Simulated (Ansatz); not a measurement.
## Ta: biaxial strain −2.00 %, plane normal [001], relaxed out of plane

The parent structure is Ta in the bcc (W type) structure (space group Im-3m, No. 229; a = 3.306 Å; relaxed with 0.1 eV smearing). Axes: x, y, z lie along the cube axes.

Modification: biaxial strain −2.00 %, plane normal [001], relaxed out of plane (Cartesian); in-plane vectors clamped, the third vector and the atoms free.

All numbers come from plane-wave PAW DFT at the r2SCAN level (Ansatz, a quantum-chemistry and plane-wave program, 500 eV), no SOC. k-mesh 28×28×28 (Γ-centred); smearing 0.1 eV (Fermi–Dirac).

* **Space group**: I4/mmm (No. 139) (base Im-3m (No. 229))
* **Shortest interatomic distance**: 2.850 Å (base 2.863 Å)
* **Energy relative to the base (free energy F)**: +11 meV/atom
* **Pressure (mean of the normal stresses, compression positive)**: 3.4 GPa (base 0.0 GPa)
* **Band gap**: zero (base zero)
* **Out-of-plane strain**: +2.52 %
* **Ratio −ε⊥/ε∥**: 1.26

Final structure (turned so that z lies along the plane normal):

```xyz
1
Lattice="3.2400 0.0000 0.0000 0.0000 3.2400 0.0000 1.6200 -1.6200 1.6948" Properties=species:S:1:pos:R:3 pbc="T T T"
Ta     0.0000     0.0000     0.0000
```

Whether these cells are dynamically stable was not tested. The final runs are not spin-polarised.
